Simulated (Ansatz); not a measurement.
Output of an Ansatz run (abridged):

```
WARN ansatz: RAYON_NUM_THREADS=1 ignored (pool sized by the plan → 1); use --threads N
Pseudopotentials: kind: paw
Pseudopotential: Pb, paw, valence charge 14
Pseudopotential: S, paw, valence charge 6
Crystal: 2 atoms, lattice volume = 53.853 Å³
Basis set: ecut = 420 eV, 1067 PW (Γ)
Bands: 14, of which v1, the nominal top of the filled ones, is band 10 counted from 1 (9 counted from 0)
Symmetry: 6 space group operations
Space group: R3m (ITA 160), of the structure as read, at distance tolerance 3.8e-5 Å
k-points: 44 of 343 (time reversal used)
PAW frozen core: Pb, regenerated for the run's functional, and the local potential with it
PAW frozen core: S, regenerated for the run's functional, and the local potential with it
Initial density: superposition of atomic densities (neutral atoms: chi_scale 0, normalization atom), corrected by the library's trained network
Initial wavefunctions: pseudopotential atomic-orbital guess
Eigensolver: davidson
Functional: x = slater, c = lda
SCF iter   1: F=—  HF=-12472.912089 eV  |F-HF|=—  |Δ(HF+E_count)|=         —  Δρ=5.62e-3  dr2=2.47e-2  ethr=1.77e-3  ⟨swp⟩=6.0  Hψ=3663  notcnv=0
all-band conjugate gradients solve this SCF's bands
preconditioner: auto → none
SCF iter   2: F=—  HF=-12472.904402 eV  |F-HF|=—  |Δ(HF+E_count)|=   7.69e-3  Δρ=2.56e-3  dr2=5.61e-3  ethr=1.23e-4  ⟨swp⟩=1.4  Hψ=1024  notcnv=0
SCF iter   3: F=—  HF=-12472.902765 eV  |F-HF|=—  |Δ(HF+E_count)|=   1.64e-3  Δρ=3.18e-4  dr2=6.60e-5  ethr=2.80e-5  ⟨swp⟩=2.0  Hψ=689  notcnv=0
SCF iter   4: F=—  HF=-12472.902757 eV  |F-HF|=—  |Δ(HF+E_count)|=   7.47e-6  Δρ=1.44e-4  dr2=1.62e-5  ethr=3.30e-7  ⟨swp⟩=2.0  Hψ=1056  notcnv=0
SCF iter   5: F=—  HF=-12472.902752 eV  |F-HF|=—  |Δ(HF+E_count)|=   5.44e-6  Δρ=2.99e-5  dr2=2.00e-7  ethr=8.11e-8  ⟨swp⟩=2.0  Hψ=1056  notcnv=0
SCF iter   6: F=-12472.902752 eV  HF=-12472.902752 eV  |F-HF|=1.89e-9  |Δ(HF+E_count)|=   1.49e-7  Δρ=6.86e-6  dr2=1.60e-8  ethr=5.00e-10  ⟨swp⟩=5.7  Hψ=2893  notcnv=0
SCF 1 converged in 6 iterations: F = -12472.902752 eV  dr2 = 1.60e-8
SCF converged after 6 iterations
Free energy (F): -12472.902752 eV
Harris-Foulkes:  -12472.902752 eV  (|F-HF|=1.89e-9)
Internal energy: -12472.902748 eV  (E = F + TS)
E sigma→0 (E₀):  -12472.902750 eV
Entropy (-TS):   -0.000004 eV (-0.002 meV/atom)
Fermi energy:    7.802107 eV
--- Per-component energies (eV) ---
  E_band       = -68.582461
  E_kinetic    = 393.029253
  E_local      = -1250.679079  (includes V_loc(G=0)·N_el)
  E_nonlocal   = 383.564617
  E_hartree    = 482.228638
  E_xc         = -315.270354
  E_vxc        = -220.938465  (∫ρ·V_xc dr)
  E_paw        = -10668.958615  (= ΣΔE_a)
  E_vpaw       = -338.011912  (= ΣTr[D̂ρ^β])
  E_aug_tail   = 0.000048  (compensation charges beyond the density's cutoff)
  E_ewald      = -1496.892741
  E_core_change = 0.075484  (= ΣΔE_core)
  E_smearing   = -0.000004  (= −TS)
  E_closure    = 0.000000  (closes the sum)
  Σ components = -12472.902752   (vs F -12472.902752, Δ=0.00e0)
--- Forces (eV/Å), atoms counted from 1 ---
  atom   1  Pb     0.00000000     0.00000000     0.00502297
  atom   2  S      0.00000000     0.00000000    -0.00502287
  max |Σ_I F_I| component: 9.97e-8 eV/Å
--- Stress (GPa, compression-positive) ---
       -4.106242       0.000000       0.000000
        0.000000      -4.106242      -0.000000
       -0.000000       0.000000      -3.965663
  P = ⅓ Tr σ = -4.0594 GPa (-40.594 kbar)
  The stress holds the Pulay correction. Without it, at fixed plane waves, as pw.x and ABINIT print it: P = -4.0749 GPa
--- Band table (eV; the first three rows and the last of 44) ---
  k-point 0: bands = ["-9.0349", "-9.0336", "-9.0336", "-9.0259", "-9.0259", "-5.6734", "1.4633", "5.6297", "5.6297", "5.6538", "12.5117", "12.5927", "12.5927", "14.3757"]
  k-point 1: bands = ["-9.0347", "-9.0335", "-9.0324", "-9.0240", "-9.0232", "-5.5044", "0.9544", "5.6787", "5.6977", "5.9938", "11.1862", "11.7413", "11.7426", "14.2069"]
  k-point 2: bands = ["-9.0454", "-9.0440", "-9.0312", "-9.0074", "-9.0063", "-5.0493", "-0.1020", "5.8146", "5.8325", "6.6685", "9.4813", "10.4785", "10.4856", "14.5450"]
  k-point 43: bands = ["-9.0684", "-9.0461", "-9.0265", "-8.9989", "-8.9918", "-4.3865", "-0.9410", "4.8555", "5.7498", "6.7373", "8.8152", "9.9717", "10.9270", "15.7399"]
```

The structure:

```
CELL_PARAMETERS angstrom
      2.11900     1.22340     3.46227
     -2.11900     1.22340     3.46227
      0.00000    -2.44681     3.46227
ATOMIC_POSITIONS crystal
  Pb 0.98538 0.98538 0.98538
  S  0.47504 0.47504 0.47504
```

Q: Reconstruct the input of this run.

A: Other spellings and defaults could give the same log, and not every line can be read from it. The input that was run (DFT, LDA (PW92), plane waves, default PAW files made with PBE):

Ansatz 0.2 input:
```yaml
crystal:
  lattice:
    - [2.11899800, 1.22340400, 3.46227300]
    - [-2.11899800, 1.22340400, 3.46227300]
    - [0.00000000, -2.44680800, 3.46227300]
  atoms:
    - { symbol: Pb, position_ang: [-0.00000000, 0.00000000, 10.23500525] }
    - { symbol: S, position_ang: [0.00000000, 0.00000000, 4.93412334] }
basis:
  ecutwfc: 420.0 eV
kpoints:
  mp_grid:
    grid: [7, 7, 7]
hamiltonian:
  xc: lda
  pseudopotentials:
    kind: paw
scf:
  occupations:
    method: fermi_dirac
    width: 0.05 eV
output:
  forces: true
  eigenvalues: true
  stress: true
```

The starting cell comes from a database of computed structures (which also holds hypothetical and non-ambient phases and stackings), without a prior relaxation at this level. Its lattice was rescaled by up to half a per cent. One atom was moved a little off its site on purpose. Spin-orbit coupling is off. With a pressure of about -4 GPa the cell is away from its equilibrium volume at this level. Ansatz's pressure includes its estimate of the finite-basis (Pulay) stress. Another mesh or the band path of this cell gives a smaller gap, so this value is not converged in the mesh.

Ansatz is a program for electronic structure.
